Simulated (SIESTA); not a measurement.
Band structure of Fe3Ge (Fm-3m, 4 atoms in the cell).

```xyz
4
Lattice="0.0000 2.8537 2.8537 2.8537 0.0000 2.8537 2.8537 2.8537 0.0000" Properties=species:S:1:pos:R:3 pbc="T T T"
Fe     2.8537     2.8537     2.8537
Fe     1.4269     1.4269     1.4269
Fe     4.2806     4.2806     4.2806
Ge     0.0000     0.0000     0.0000
```
Moments meant for the start (each program seeds them in its own way; μB, in the order of the atoms Fe Fe Fe Ge): 4.0 4.0 4.0 0.0.

Computed with SIESTA with GGA PBEsol, numerical atomic orbitals DZP, PseudoDojo PBEsol standard norm-conserving potentials (rewritten from UPF to PSML).

Settings: XC.functional = GGA; XC.authors = PBEsol; potentials = PseudoDojo PBEsol standard; PAO.BasisSize = DZP; PAO.EnergyShift = 0.01 Ry; MeshCutoff = 350 Ry; kgrid.MonkhorstPack = 7 7 7; OccupationFunction = MP; OccupationMPOrder = 0; ElectronicTemperature = 1578.21 K; Spin = polarized; DM.InitSpin = [1 +4.00, 2 +4.00, 3 +4.00, 4 +0.00]; MaxSCFIterations = 150; SCF.Mixer.Method = Pulay.

The starting cell comes from a database of computed structures (which also holds hypothetical and non-ambient phases and stackings), without a prior relaxation at this level. Its lattice was rescaled by a random factor within 2.5 % of one. The magnetic order is the one reached from the typed start; others were not searched systematically. Values carry the incompleteness of an atom-centred basis.

Levels in eV from the Fermi level, bands 32 to 37 of the first spin channel:
| point | 32 | 33 | 34 | 35 | 36 | 37 |
|---|---|---|---|---|---|---|
| Γ | -0.70 | -0.70 | 2.70 | 3.74 | 3.74 | 3.74 |
| X | -1.14 | -0.74 | -0.63 | -0.63 | -0.25 | 3.26 |
| W | -1.08 | -1.08 | -0.37 | -0.30 | -0.30 | 5.96 |
| K | -1.02 | -0.60 | -0.59 | -0.18 | 0.02 | 3.81 |
| L | -1.04 | -1.04 | -0.69 | 3.15 | 3.15 | 3.29 |
| U | -1.02 | -0.60 | -0.59 | -0.18 | 0.02 | 3.81 |

Bands cross the Fermi level along this path, so the cell is metallic at this level.

Higher empty bands are left out: an atom-centred basis made for the valence describes them poorly.

The net moment of the cell came out as 6.03 μB.
